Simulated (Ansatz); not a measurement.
Base system: CrCuO2 (space group R-3m, No. 166; a = 2.964 Å, c = 16.920 Å (hexagonal axes); ferromagnetic). Axes: x lies along a and z along c of the hexagonal cell.

Level of theory: Ansatz (an electronic-structure program) PBEsol, no SOC.

Base values:

- Band gap = 0.92 eV
- Pressure = 0.0 GPa

It is then changed as follows: strain tensor (xx, yy, zz, yz, xz, xy) = (+1.61, +1.09, −1.24, −0.65, +0.23, +1.30) %, atoms relaxed at fixed cell.

**Question.** What happens to the band gap and pressure?

**Answer.** The band gap grows by 0.05 eV, from 0.92 eV to 0.97 eV; the pressure (mean of the normal stresses, compression positive) goes from zero to -1.1 GPa.

No phonon test of stability was made. No Hubbard U is applied and the magnetic state is the run's own (CrCuO2 ferromagnetic); other magnetic orders, which need larger cells, were not tried and can change the gap. Where the two band edges lie in opposite spin channels, the gap is a spin-flip gap.
